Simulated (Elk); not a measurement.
Band structure of SrMg2 (Fd-3m, 6 atoms in the cell).

```xyz
6
Lattice="0.0000 4.5448 4.5448 4.5448 0.0000 4.5448 4.5448 4.5448 0.0000" Properties=species:S:1:pos:R:3 pbc="T T T"
Sr     4.5448     4.5448     4.5448
Sr     6.8171     6.8171     6.8171
Mg     3.4086     3.4086     1.1362
Mg     3.4086     1.1362     3.4086
Mg     1.1362     1.1362     1.1362
Mg     1.1362     3.4086     3.4086
```

Computed with PBEsol, all-electron FP-LAPW, Elk's shipped species files, APW+lo basis with extra local orbitals in Elk 10.2.4.

Settings: xctype = 22; rgkmax = 8; stype = 0; swidth = 0.00183747 Ha; ngridk = 4 4 4; gmaxvr = 16 1/bohr; nxlo = 2; lorbcnd = true; lmaxi = 3.

The starting cell comes from a database of computed structures (which also holds hypothetical and non-ambient phases and stackings), without a prior relaxation at this level. Values depend on the basis (sphere radii, cutoffs, local orbitals), which need not be converged.

Levels in eV from the Fermi level, bands 27 to 34:
| point | 27 | 28 | 29 | 30 | 31 | 32 | 33 | 34 |
|---|---|---|---|---|---|---|---|---|
| Γ | -0.61 | -0.61 | -0.61 | -0.55 | -0.55 | -0.55 | -0.18 | -0.18 |
| X | -1.65 | -1.65 | -1.59 | -1.59 | 1.39 | 1.39 | 1.76 | 1.76 |
| W | -2.48 | -2.48 | -0.11 | -0.11 | 0.26 | 0.26 | 1.63 | 1.63 |
| K | -2.72 | -1.61 | -1.30 | -0.06 | 0.68 | 0.94 | 1.07 | 1.73 |
| L | -1.45 | -1.45 | -1.19 | -0.08 | -0.08 | 0.56 | 1.04 | 1.04 |
| U | -2.72 | -1.61 | -1.30 | -0.06 | 0.68 | 0.94 | 1.07 | 1.73 |

Bands cross the Fermi level along this path, so the cell is metallic at this level.
